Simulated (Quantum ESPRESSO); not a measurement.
Troubleshooting Quantum ESPRESSO: a failed run on Mg₁₄CuBi (P-6m2, 16 atoms in the cell). The aim is a self-consistent single point with DFT, PBEsol, plane waves, SSSP 1.1.2 efficiency (PBE) pseudopotentials.

Cell that was meant: a = 6.3143 Å, b = 6.3143 Å, c = 10.3870 Å, α = 90.00°, β = 90.00°, γ = 120.00°.

Part of the input:

```fortran
 occupations = 'smearing',
 smearing = 'fd',
 degauss = 0.0073499,
 nbnd = 31,
 input_dft = 'pbesol',
/
&ELECTRONS
```

Log, with long lists cut:

```
     Self-consistent Calculation

     iteration #  1     ecut=    50.00 Ry     beta= 0.50

---- Real-time Memory Report at c_bands before calling an iterative solver
          1093 MiB given to the printing process from OS
           285 MiB allocation reported by mallinfo(arena+hblkhd)
------------------

 %%%%%%%%%%%%%%%%%%%%%%%%%%%%%%%%%%%%%%%%%%%%%%%%%%%%%%%%%%%%%%%%%%%%%%%%%%%%%%
     Error in routine efermig (1):
     internal error, cannot bracket Ef
 %%%%%%%%%%%%%%%%%%%%%%%%%%%%%%%%%%%%%%%%%%%%%%%%%%%%%%%%%%%%%%%%%%%%%%%%%%%%%%

     stopping ...
```

Problem. From the messages shown, name the fault and mend the input.

Solution. The fault is too few bands; here the program stops on it instead of giving results. To fix it, raise the band count or leave it to the default. The program stopped with an error at about iteration 1.

An input that runs soundly differs in these lines (not the only fix; some lines may just follow from the change or write a value another way):
```diff
- nbnd = 31,
```

With that input, the run converged in 14 iterations: free energy E − TS -14241.5889 eV; Fermi level (on the code's own zero) 4.82 eV; pressure -1.02 GPa; largest force (vector length) 0.123 eV/Å (DFT, PBEsol, plane waves, SSSP 1.1.2 efficiency (PBE) pseudopotentials).

On the sound input: the starting cell comes from a database of computed structures (which also holds hypothetical and non-ambient phases and stackings), without a prior relaxation at this level. Spin polarisation is off.
